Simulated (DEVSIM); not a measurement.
System: Mo/SiON/p-Si capacitor, at 250 K.

Layer 1 from the left is SiON, thickness (nm) 3.50. Layer 2 from the left is Si, thickness (nm) 550, Na (cm⁻³) 1.1e18.

Metal gate on the left, work function 4.6 eV. Fixed charge at the semiconductor interface -2.7e10 cm⁻² (in units of +e); no interface traps.

This is a model device: material constants are rounded textbook-type values typed into the input, and sizes, dopings and lifetimes were drawn at random. Values at 300 K; Nc and Nv go as T^1.5, mobilities as T to minus their exponent, the gap by Varshni's rule with the affinity fixed.

SiON: gap (eV) 7, affinity (eV) 1.4, permittivity 5.5. Si: gap (eV) 1.124, affinity (eV) 4.05, permittivity 11.7, Nc (cm⁻³) 2.86e19, Nv (cm⁻³) 3.1e19, Varshni α (eV/K) 0.000473, Varshni β (K) 636.

Question: Estimate by hand the flat-band voltage, the threshold voltage, and compare with a numerical solution.

Answer: 
- Flat-band voltage: C = 1.39 μF/cm², work-function difference -0.520 V; VFB = φms − qNf/C = -0.52 V; numerical -0.52 V.
- Threshold voltage: φF = 0.503 V, depletion charge √(4εqNφF) = 6.06e-7 C/cm²; VT = VFB + 2φF + Qd/C = 0.92 V; numerical 0.93 V.

DEVSIM, 1D Poisson equation in equilibrium, Boltzmann statistics, complete ionisation; no quantum confinement or tunnelling. Metal contacts follow the ideal Schottky-Mott rule: no Fermi-level pinning, no interface dipoles.
